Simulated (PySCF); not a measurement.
PySCF 2.14.0, unrestricted HF/def2-svpd, df: germylsilane cation ([SiH3][GeH3]), charge +1, multiplicity 2, 8 atoms. The geometry is a generated start, not checked to be a minimum at this level.

| Property | Result |
|---|---|
| task | energy |
| method | hf |
| basis | def2-svpd |
| two-electron scheme | density fitting |
| mol.max_memory | 3000 MB |
| mf.max_cycle | 100 |
| mf.conv_tol | 1e-09 (default) |
| basis functions | 110 |

```xyz
8

Si    -1.2092     0.1237     0.0179
Ge     1.1093    -0.1116    -0.0155
H     -1.7911    -0.7067     1.0728
H     -1.5798     1.5178     0.2652
H     -1.7810    -0.2892    -1.2645
H      1.6129    -1.4281    -0.5297
H      1.8482     0.8828    -0.8624
H      1.7907     0.0113     1.3162
```

Charge 1 and multiplicity 2 are set for this test and not shown to be the ground state.

With the defaults (mf.init_guess = minao, mf.diis_space = 8, mf.DIIS = CDIIS, mf.level_shift = 0, mf.diis_damp = 0) it converges in 14 Fock builds. One run each on 2 threads, 1 BLAS thread, with these changes:
- mf.init_guess = sap
- mf.DIIS = EDIIS
- mf.init_guess = 1e
- mf.init_guess = huckel
- mf.level_shift = 0.1 Hartree
- mf.diis_space = 12
- mf.init_guess = atom
- mf.diis_space = 20
- mf.diis_damp = 0.3

### Question
Name the settings that don't reach the solution of the defaults.

### Answer
All converge. Another solution: mf.init_guess = 1e (1100 meV higher, <S²> 0.80 against 0.76); mf.init_guess = sap (1100 meV higher, <S²> 0.80 against 0.76). The rest reach the solution of the defaults.

```json
[
 {"setting": "mf.init_guess = huckel", "Fock builds": "13", "end": "same solution"},
 {"setting": "the defaults", "Fock builds": "14", "end": "same solution"},
 {"setting": "mf.diis_space = 20", "Fock builds": "14", "end": "same solution"},
 {"setting": "mf.diis_space = 12", "Fock builds": "14", "end": "same solution"},
 {"setting": "mf.level_shift = 0.1 Hartree", "Fock builds": "14", "end": "same solution"},
 {"setting": "mf.init_guess = atom", "Fock builds": "14", "end": "same solution"},
 {"setting": "mf.diis_damp = 0.3", "Fock builds": "15", "end": "same solution"},
 {"setting": "mf.DIIS = EDIIS", "Fock builds": "40", "end": "same solution"},
 {"setting": "mf.init_guess = sap", "Fock builds": "24", "end": "other solution, 1100 meV higher, <S²> 0.80 against 0.76"},
 {"setting": "mf.init_guess = 1e", "Fock builds": "41", "end": "other solution, 1100 meV higher, <S²> 0.80 against 0.76"}
]
```
